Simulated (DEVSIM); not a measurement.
## Si n-i-p diode

Device: Si n-i-p diode, at 350 K.

| layer (left to right) | material | thickness (μm) | Nd (cm⁻³) | Na (cm⁻³) | τn (s) | τp (s) |
|---|---|---|---|---|---|---|
| 1 | Si | 0.860 | 1.3e19 | - | 0.00048 | 1.4e-5 |
| 2 | Si | 0.620 | - | 4.7e12 | 0.00048 | 0.00048 |
| 3 | Si | 0.550 | - | 4.7e18 | 0.00048 | 0.00048 |

Left contact: ohmic. Right contact: ohmic. Voltage is applied to the left contact. Recombination: SRH at mid-gap, radiative. Mobility is constant in doping.

This is a model device: material constants are rounded textbook-type values typed into the input, and sizes, dopings and lifetimes were drawn at random. Values at 300 K; Nc and Nv go as T^1.5, mobilities as T to minus their exponent, the gap by Varshni's rule with the affinity fixed.

```
parameter               Si
----------------  --------
gap (eV)             1.124
affinity (eV)         4.05
permittivity          11.7
Nc (cm⁻³)          2.86e19
Nv (cm⁻³)           3.1e19
μn (cm²/Vs)           1417
μp (cm²/Vs)            470
T exponent of μn       2.3
T exponent of μp       2.2
B (cm³/s)          4.7e-15
Varshni α (eV/K)  0.000473
Varshni β (K)          636
```

DEVSIM, 1D drift-diffusion, Boltzmann statistics, complete ionisation; no tunnelling, impact ionisation, image-force lowering or self-heating.

The potential step across the device at zero bias is 1.016 V. The dark forward voltage at 1 A/cm² comes out as 0.593 V. The dark forward voltage at 100 A/cm² comes out as 0.733 V.

Dark forward current:

(V (V), J (A/cm²)): (-0.05, -1.3e-8); (-0.10, -7.9e-8); (-0.15, -4.2e-7); (-0.20, -2.2e-6); (-0.25, -1.1e-5); (-0.30, -6.0e-5); (-0.35, -0.00031); (-0.40, -0.0016); (-0.45, -0.0086); (-0.50, -0.045); (-0.55, -0.24); (-0.60, -1.2); (-0.65, -6.5); (-0.70, -34); (-0.75, -180); (-0.80, -900); (-0.85, -4400)

Dark reverse current:

```tsv
V (V)	J (A/cm²)
0.04	2.4e-9
0.10	3.4e-9
0.20	3.9e-9
0.30	4.1e-9
0.40	4.3e-9
0.60	4.7e-9
0.80	4.9e-9
1.00	5.1e-9
1.30	5.3e-9
1.60	5.5e-9
2.00	5.7e-9
```
